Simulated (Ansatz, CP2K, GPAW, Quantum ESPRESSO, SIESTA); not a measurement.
**BaSn (P1, 4 atoms in the cell) computed with different codes at matched settings**

Self-consistent single point, at a second geometry (atoms moved at random). First geometry:

```yaml
crystal:
  lattice:
    - [2.68307, -6.36291, 0.00000]
    - [2.68307, 6.36291, 0.00000]
    - [0.00000, 0.00000, 4.71514]
  atoms:
    - { symbol: Ba, position: [0.13558, 0.86442, 0.25000] }
    - { symbol: Ba, position: [0.86442, 0.13558, 0.75000] }
    - { symbol: Sn, position: [0.42794, 0.57206, 0.25000] }
    - { symbol: Sn, position: [0.57206, 0.42794, 0.75000] }
```

Second geometry:
```xyz
4
Lattice="2.6831 -6.3629 0.0000 2.6831 6.3629 0.0000 0.0000 0.0000 4.7151" Properties=species:S:1:pos:R:3 pbc="T T T"
Ba     2.7093     4.6475     1.1564
Ba     2.6706    -4.7026     3.4828
Sn     2.6889     0.9437     1.1982
Sn     2.6635    -0.8886     3.5929
```

Shared settings, as Ansatz (a first-principles code) writes them: kpoints.mp_grid.grid = 5 5 5; scf.occupations.method = fermi_dirac; scf.occupations.width = 0.05 eV. Potentials and cutoffs stand in the table.

```csv
code,model,ΔF from the first geometry (meV/atom),pressure (GPa),largest force (eV/Å),cutoff
CP2K,"PBEsol, GPW, DZVP-MOLOPT-SR-GTH basis, GTH-PBE potentials (GTH_POTENTIALS)",6.9,0.26,0.410,grid 500 Ry
Quantum ESPRESSO,"PBEsol, GBRV 1.5 ultrasoft (PBESOL) pseudopotentials",4.5,-1.36,0.261,40 Ry
GPAW,"PBEsol, GPAW PAW datasets PBEsol (made by gpaw-setup)",4.8,-1.30,0.259,550 eV
Ansatz,"PBEsol, PAW files made with PBE",4.3,-1.36,0.261,default
SIESTA,"GGA PBEsol, numerical atomic orbitals TZP, PseudoDojo PBEsol standard norm-conserving potentials (rewritten from UPF to PSML)",12.1,1.10,0.708,grid 400 Ry
```

Size of the force on each atom (eV/Å): Sizes of forces hide their directions.

```csv
code,Ba1,Ba2,Sn3,Sn4
CP2K,0.177,0.296,0.145,0.410
Quantum ESPRESSO,0.139,0.199,0.088,0.261
GPAW,0.139,0.208,0.101,0.259
Ansatz,0.140,0.192,0.085,0.261
SIESTA,0.314,0.521,0.314,0.708
```

The spread over the programs that give each value: ΔF from the first geometry within 7.8 meV/atom; pressure within 2.46 GPa; largest force within 0.449 eV/Å.

CP2K and SIESTA use small atom-centred bases, whose incompleteness enters pressures, forces and empty levels differently from a plane-wave cutoff. Ansatz's pressure is given at a fixed set of plane waves, as the other plane-wave codes print theirs. In the pressure, CP2K (by 1.61) and SIESTA (by 2.45) lie more than 1 GPa from the median of the plane-wave programs. In the force vectors, CP2K (by 0.241) and SIESTA (by 0.535) lie more than 0.08 eV/Å from the median of the plane-wave programs.

The starting cell comes from a database of computed structures (which also holds hypothetical and non-ambient phases and stackings), without a prior relaxation at this level. For this run, on top of that: atoms moved at random.

Keys are those of Ansatz 0.2.
